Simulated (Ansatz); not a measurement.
AlP (model structure, P6₂22, No. 180, 6 atoms in the cell), treated with PBEsol (Ansatz, a quantum-chemistry and plane-wave program, plane waves, PAW).

Numerical settings: plane-wave cutoff 520 eV, 18×18×8 k mesh (along the axes of the cell as run), Fermi–Dirac smearing 0.05 eV, scalar-relativistic PAW data made under PBE.

Cell (relaxed at this level):

```cif
data_Al3P3
_chemical_formula_sum 'Al3 P3'
_space_group_name_H-M_alt 'P6222'
_space_group_IT_number 180
_space_group_name_Hall 'P 62 2 (0 0 4)'
_cell_length_a 3.82126
_cell_length_b 3.82126
_cell_length_c 8.63271
_cell_angle_alpha 90.000
_cell_angle_beta 90.000
_cell_angle_gamma 120.000
loop_
_atom_site_label
_atom_site_type_symbol
_atom_site_symmetry_multiplicity
_atom_site_Wyckoff_symbol
_atom_site_fract_x
_atom_site_fract_y
_atom_site_fract_z
_atom_site_occupancy
Al1 Al 3 d 0.50000 0.00000 0.50000 1
P1 P 3 c 0.50000 0.00000 0.00000 1
```

### Question
Predict the band gap, smallest direct gap on the k points sampled and Γ–Γ gap.

### Answer

* **band gap**: 0.84 eV (indirect)
* **smallest direct gap on the k points sampled**: 1.93 eV
* **Γ–Γ gap**: 2.04 eV

Note: the relaxation could raise the start's symmetry but not lower it, so the cell can be a saddle point.

Static lattice: no zero-point or thermal effects.

It cost around 60 core-seconds (rough) of CPU time.

A model structure was made by putting elements into a prototype or built by hand; it is no filed structure, need not be a known phase, and can be a saddle point held by its symmetry.
